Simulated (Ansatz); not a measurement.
**Carrier properties of MgS under load (space group I4/mmm)**

```yaml
crystal:
  lattice:
    - [0.00000, 2.59211, 2.64505]
    - [2.59211, 0.00000, 2.64505]
    - [2.59211, 2.59211, 0.00000]
  atoms:
    - { symbol: Mg, position: [0.00000, 0.00000, 0.00000] }
    - { symbol: S, position: [0.50000, 0.50000, 0.50000] }
```

The numbers are results of r2SCAN with spin-orbit coupling, rigid bands (plane waves, PAW; Ansatz, a first-principles code), not measurements. Condition of this run: uniaxial stress zz = -2 GPa (compression positive) (the target of the relaxation). Cell: cell and atoms relaxed with r2SCAN, then loaded as said.

The band gap is 3.34 eV, the electron conductivity mass (300 K, dilute) is 0.39 (x), 0.39 (y), 0.32 (z) mₑ and the hole conductivity mass (300 K, dilute) is 1.21 (x), 1.21 (y), 0.95 (z) mₑ. The effective density of states N_c (300 K) is 1.2e19 cm⁻³, the effective density of states N_v (300 K) is 3.3e19 cm⁻³ and the density-of-states mass, electrons is 0.60 mₑ. The density-of-states mass, holes is 1.21 mₑ and the Seebeck coefficient, n-type 1e19 cm⁻³, 300 K comes out as -235 μV/K. The best n-type power factor at 300 K for τ = 10 fs (best axis; densities from 1e16 to 1e21 cm⁻³ tried, whether or not they can be reached) comes out as 6.1 μW/(cm·K²) at 1e20 cm⁻³ and the Seebeck coefficient, p-type 1e19 cm⁻³, 300 K is 381 μV/K.

Rigid bands; masses and Seebeck coefficients take one relaxation time τ for all states and one kind of carrier; polarons and phonon drag are left out.
